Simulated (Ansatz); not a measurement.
Given:

```xyz
2
Lattice="0.0000 2.7353 2.7353 2.7353 0.0000 2.7353 2.7353 2.7353 0.0000" Properties=species:S:1:pos:R:3 pbc="T T T"
Al     0.0000     0.0000     0.0000
P      4.1030     4.1030     4.1030
```

These are HSE06, rigid bands (plane waves, PAW, scalar-relativistic; Ansatz, an electronic-structure program) values and carry that method's errors. How the cell was made: cell and atoms relaxed with PBEsol.

Problem. What conductivity effective mass do dilute holes have at 300 K?

Solution. 0.58 mₑ.

Problem. What conductivity effective mass do dilute electrons have at 300 K?

Solution. 0.33 mₑ.

Problem. And the band gap?

Solution. 2.28 eV at this level.

Rigid bands, one relaxation time for all states, no polarons. Spin-orbit coupling is left out; where it splits the top of the valence band it changes the hole mass and lowers the gap by about a third of the splitting. Geometry: cell and atoms relaxed with PBEsol.
